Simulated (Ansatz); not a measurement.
Pt, pressure series

Consider Pt in the fcc (Cu type) structure (space group Fm-3m, No. 225; a = 3.918 Å).

Cell and atoms are relaxed at each pressure.

Computed with PBEsol in Ansatz (plane waves to 420 eV, PAW, no SOC).

Two rows of this table had their results exchanged by mistake.

```tsv
pressure	volume per atom (Å³)	shortest distance (Å)	band gap
pressure −2 GPa	15.15	2.777	zero
pressure −1 GPa	15.09	2.774	zero
pressure 0.3 GPa	15.02	2.770	zero
pressure 0.7 GPa	15.00	2.768	zero
pressure 1.5 GPa	14.96	2.766	zero
pressure 3 GPa	14.57	2.741	zero
pressure 5 GPa	14.79	2.755	zero
pressure 7.5 GPa	14.68	2.748	zero
pressure 10 GPa	14.89	2.761	zero
```

Task: Which two?

Result: The rows for pressure 3 GPa and pressure 10 GPa: the volume has to fall steadily with pressure, so 14.89 Å³ belongs to pressure 3 GPa and 14.57 Å³ to pressure 10 GPa.

Load acts through the strain it causes; cell and atoms are relaxed under it. No phonon test of stability was made. No other phases were tried under pressure. The final runs are not spin-polarised.

Ansatz is a quantum-chemistry and plane-wave program.
